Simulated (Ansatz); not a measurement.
Molecular dynamics of Ag, 1140 K

System: Ag (fcc), cell Ag32, with the crystal as the starting point [in the run: it stayed crystalline; mean temperature 1234 K (target 1140 K); density 9.38 g/cm³, volume +12 % from the start crystal's; mean pressure 0.6 GPa against a target of 0].

All values below come from r2SCAN (plane waves, PAW; Ansatz, a program for electronic structure).

```yaml
number_of_atoms: 32
time_step: 4.0 fs; target pressure 0 GPa
sampled_time: 4.3 ps (NVE); in preparation the cell's shape was held
plane_wave_cutoff: 500 eV
k-points: one point, (1/4, 1/4, 1/4)
Fermi-Dirac width: 0.098 eV
spin: not polarised; no spin-orbit coupling
```

- mean temperature = 1234 ± 6 K
- mean pressure = 0.63 ± 0.05 GPa
- volume per atom = 19.1 Å³
- density = 9.38 g/cm³
- first peak of g(r) = 2.86 Å, height 3.2
- first minimum of g(r) = near 3.9 Å
- coordination of Ag (bonds up to Ag-Ag 3.86 Å) = 12.70 (13-fold 43 %, 12-fold 40 %, 14-fold 13 %)
- Ag-Ag-Ag angle = mean 96°, spread 35°, most frequent near 58°
- state = no diffusion is seen within 4.3 ps, and the crystal keeps its order
- mean vibrational (phonon) frequency = 3.0 THz
- list of vibrational (phonon) peaks (above a quarter of the tallest; of peaks within two resolution widths the taller alone) = 1.8 THz (resolution 0.5 THz)

Preparation at the same level, by Langevin dynamics: warm 0.16 ps at 1140 K; settle 0.90 ps at 1140 K, volume free; hold 0.24 ps at 1140 K. The single k-point off the zone centre breaks the cell's symmetry and adds a spurious shear stress. The cell wasn't fully relaxed to the target pressure: the run's mean is 0.6 GPa. A crystal that survives a few picoseconds in a small periodic cell needn't be the stable phase at this temperature. On the run's last frame a denser k-mesh moved the forces by 0.071 eV/Å rms, the static pressure by -0.47 GPa and the free energy by -12 meV/atom, which is about how far such values are converged. Warnings of the run: stress scf threshold loose, symmetry auto disabled.

Averages come from a short run of a small periodic cell.
